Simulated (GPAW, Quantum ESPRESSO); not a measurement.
A GPAW input for a self-consistent single point of V₃Cd (Pm-3m, 4 atoms in the cell) (DFT PBEsol, plane waves, GPAW PAW datasets PBEsol (made by gpaw-setup)):

```python
from ase import Atoms
from ase.units import GPa
from gpaw import GPAW, PW

atoms = Atoms(['V', 'V', 'V', 'Cd'],
              cell=[[3.854222, 0.000000, 0.000000],
                    [0.000000, 3.854222, 0.000000],
                    [0.000000, 0.000000, 3.854222]],
              positions=[[0.000000, 1.927111, 1.927111],
                         [1.927111, 0.000000, 1.927111],
                         [1.927111, 1.927111, 0.000000],
                         [0.000000, 0.000000, 0.000000]],
              pbc=True)

atoms.set_initial_magnetic_moments([2.0, 2.0, 2.0, 0.0])

calc = GPAW(spinpol=True,
            mode=PW(850),
            xc='PBEsol',
            kpts=(7, 7, 7),
            occupations={'name': 'methfessel-paxton', 'width': 0.1, 'order': 0},
            nbands=-12,
            symmetry={'symmorphic': False, 'tolerance': 0.0005},
            maxiter=150,
            txt='-')

atoms.calc = calc

energy = atoms.get_potential_energy()
print('Energy (eV):', round(energy, 6))
forces = atoms.get_forces()
print('Forces (eV/Ang):')
print(forces.round(5))
stress = atoms.get_stress()
print('Stress (GPa, Voigt):', (stress / GPa).round(4))
```

Write the same calculation as an input for Quantum ESPRESSO.

One input that does it (others would too):

```fortran
&control
    calculation = 'scf'
    prefix = 'v3cd'
    outdir = './out'
    pseudo_dir = './'
    tprnfor = .true.
    tstress = .true.
/
&system
    ibrav = 0
    celldm(1) = 7.283424004
    nat = 4
    ntyp = 2
    ecutwfc = 50
    ecutrho = 400
    occupations = 'smearing'
    smearing = 'gaussian'
    degauss = 0.0073499
    nspin = 2
    starting_magnetization(1) = 0.154
/
&electrons
    conv_thr = 1.0d-9
    mixing_beta = 0.3
/
ATOMIC_SPECIES
V     50.9415  v_pbesol_v1.4.uspp.F.UPF
Cd   112.4140  cd_pbesol_v1.uspp.F.UPF
ATOMIC_POSITIONS crystal
V     0.000000000    0.500000000    0.500000000
V     0.500000000    0.000000000    0.500000000
V     0.500000000    0.500000000    0.000000000
Cd    0.000000000    0.000000000    0.000000000
K_POINTS automatic
7 7 7  0 0 0
CELL_PARAMETERS alat
   1.000000000     0.000000000     0.000000000
   0.000000000     1.000000000     0.000000000
   0.000000000     0.000000000     1.000000000
```

Basis settings and potentials, where a program has them, do not carry over. This input uses DFT, PBEsol, plane waves, GBRV 1.5 ultrasoft (PBESOL) pseudopotentials. Both were run: pressure 2.38 GPa in GPAW and 1.57 in Quantum ESPRESSO; size of the net moment 0.00 μB/atom in GPAW and 0.00 in Quantum ESPRESSO.

On Quantum ESPRESSO: the starting cell comes from a database of computed structures (which also holds hypothetical and non-ambient phases and stackings), without a prior relaxation at this level. For this run, on top of that: lattice scaled by 0.98. The starting moments vanished: the run ended non-magnetic, which need not be the lowest state.

On GPAW: the starting cell comes from a database of computed structures (which also holds hypothetical and non-ambient phases and stackings), without a prior relaxation at this level. For this run, on top of that: lattice scaled by 0.98. The starting moments vanished: the run ended non-magnetic, which need not be the lowest state.
